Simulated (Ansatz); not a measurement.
System: SrWO4 (I4₁/a, No. 88; cell taken from a computed entry). Method: r²SCAN+rVV10 (PAW; Ansatz, a first-principles code).

Numerical settings: plane-wave cutoff 500 eV, 10×10×10 k mesh, Fermi–Dirac smearing 0.05 eV, no spin polarisation, scalar-relativistic PAW data made under PBE.

Computed at the level's own relaxed cell.

**Question.** Estimate the equilibrium volume per atom, lattice parameter a, lattice parameter c and band gap that the calculation returns.

**Answer.** 
- equilibrium volume per atom = 14.40 Å³/atom
- lattice parameter a = 5.404 Å
- lattice parameter c = 11.839 Å
- band gap = 4.94 eV (on the SCF k mesh)

Note: the relaxation could not lower the start's symmetry, so the cell can be a saddle point above a distorted one.

Spin–orbit coupling is not included.
